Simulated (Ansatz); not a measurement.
A periodic model of amorphous In₉Ga₉Zn₉O₃₈Zr:

```xyz
66
Lattice="9.6457 0.0277 0.0057 0.0277 9.2721 -0.0244 0.0057 -0.0244 9.3198" Properties=species:S:1:pos:R:3 pbc="T T T"
In     4.9759     1.9028     5.1306
In     5.3576     9.0774     7.8681
In     7.8794     1.3547     2.8153
In     8.4292     7.7539     0.9909
In     9.2473     7.1851     4.1041
In     2.0021     9.0644     8.5140
In     2.4827     8.3880     5.1689
In     4.4428     1.3187     1.8365
In     2.7054     2.8875     7.2435
Ga     9.3110     4.1238     3.1584
Ga     6.3693     2.8050     7.7952
Ga     8.6334     1.1982     8.6945
Ga     4.0647     6.3316     6.8339
Ga     6.7149     6.0811     8.2372
Ga     1.5200     6.0301     1.4150
Ga     8.7906     7.6935     7.0044
Ga     1.9772     2.5716     4.2324
Ga     2.0339     3.0189     1.1553
Zn     8.8620     2.7530     5.9208
Zn     3.9039     5.1754     3.5929
Zn     4.3734     7.5585     1.2498
Zn     6.7841     4.8326     5.2156
Zn     8.9271     4.4706     9.1440
Zn     0.5307     5.2145     6.3164
Zn     6.7117     4.7393     1.9441
Zn     4.2004     4.8580     0.0248
Zn     1.1637     0.0595     2.0416
O      3.3332     5.9715     1.8145
O      6.7130     1.2303     8.7963
O      3.1638     4.9239     7.6072
O      9.5698     6.0285     2.3903
O      3.2831     8.1245     7.1520
O      7.5810     5.9081     0.6612
O      5.9098     1.9271     3.1785
O      1.7053     1.8899     8.8553
O      4.9492     6.7697     8.8130
O      4.6293     2.0205     7.3001
O      3.8932     3.2294     1.0380
O      6.0829     4.3069     8.7674
O      2.6855     1.2074     5.3695
O      6.7798     2.9721     5.9021
O      5.4514     9.1398     5.6727
O      8.1266     3.4007     1.8951
O      7.6525     8.3881     2.8922
O      3.8727     6.7603     4.9161
O      1.4954     3.8752     2.9150
O      7.7810     7.8175     5.4126
O      8.5559     2.8923     7.9363
O      9.0445     0.6366     1.1307
O      7.3513     7.9837     8.3229
O      1.1554     3.4369     5.9439
O      0.7952     7.1189     5.9798
O      8.6927     5.8117     7.5557
O      3.6991     3.4889     4.5133
O      5.9738     5.6165     3.5047
O      1.0760     7.7333     0.6055
O      9.3503     2.1546     4.1023
O      9.6476     0.0270     7.6179
O      1.2869     8.2284     3.5121
O      8.7141     4.9752     4.7212
O      1.1662     4.5280     0.3308
O      2.3416     1.5071     2.4133
O      4.8582     8.5643     2.8404
O      3.9650     9.2774     0.2399
O      5.9220     6.1238     6.4303
Zr     5.9311     7.7017     4.3381
```

All values below come from PBE, scalar-relativistic without spin-orbit coupling (plane waves to 420 eV, PAW; Ansatz, a program for electronic structure).

A CHGNet melt-quench gave the starting glass, which DFT then relaxed. O atoms were pushed apart under 1.9 Å during the dynamics, to hinder bonds among them. The hot cell started wider than the set density and was brought back towards it in steps. It is the lowest in DFT energy of 2 quenches. It is a model cell: composition and starting density were chosen by hand, and all elements were melted together. No dispersion term was used. Its density started from a set value of 5.87 and ended at 5.87 g/cm³. The quench (nominally 320 K/ps over its main leg) was far faster than any real one, so the model tends to hold more defects than a real film. Values belong to this one cell and scatter from quench to quench. The volume was held where the preparation left it and the shape relaxed, at a PBE pressure of 1.5 GPa. Stress components on the final sampling reach 1.6 GPa.

Cut-offs for bonds: In-In 3.12 Å, In-Ga 2.90 Å, In-Zn 2.90 Å, In-O 2.68 Å, In-Zr 3.27 Å, Ga-Ga 2.68 Å, Ga-Zn 2.68 Å, Ga-O 2.44 Å, Ga-Zr 3.05 Å, Zn-Zn 2.68 Å, Zn-O 2.34 Å, Zn-Zr 3.05 Å, O-O 1.58 Å, O-Zr 2.65 Å, Zr-Zr 3.41 Å. Two cations that share two anions don't count as bonded, nor two that share one unless they lie closer than In-In 3.04 Å, In-Ga 2.82 Å, In-Zn 2.82 Å, In-Zr 3.18 Å, Ga-Ga 2.61 Å, Ga-Zn 2.61 Å, Ga-Zr 2.96 Å, Zn-Zn 2.61 Å, Zn-Zr 2.96 Å, Zr-Zr 3.32 Å.

Q: Give the coordination numbers, mean bond lengths and angles.

A: 
The mean coordination of In by anions is 5.56 (5 with 5, 3 with 6, 1 with 7), the mean coordination of Ga by anions comes out as 5.00 (2 with 4, 5 with 5, 2 with 6) and the mean coordination of Zn by anions comes out as 4.00 (1 with 3, 7 with 4, 1 with 5). The mean coordination of O is 3.63 (15 with 3, 22 with 4, 1 with 5), the mean coordination of Zr by anions is 7.00 (1 with 7) and the mean In-O bond is 2.209 Å (spread 0.120 Å, 50 counted). The mean Ga-O bond is 1.969 Å (spread 0.108 Å, 45 counted). The mean Zn-O bond comes out as 2.021 Å (spread 0.086 Å, 36 counted). The mean O-Zr bond is 2.250 Å (spread 0.195 Å, 7 counted) and the bond angle at In is mean 104.1°, spread 27.3°. The bond angle at Ga is mean 106.4°, spread 26.2° and the bond angle at Zn comes out as mean 108.7°, spread 21.9°. The bond angle at O is mean 110.0°, spread 16.8°. The bond angle at Zr is mean 101.3°, spread 29.8°.

Q: List the pairs of like atoms that count as bonded by the rules above.

A: There are none by these rules.
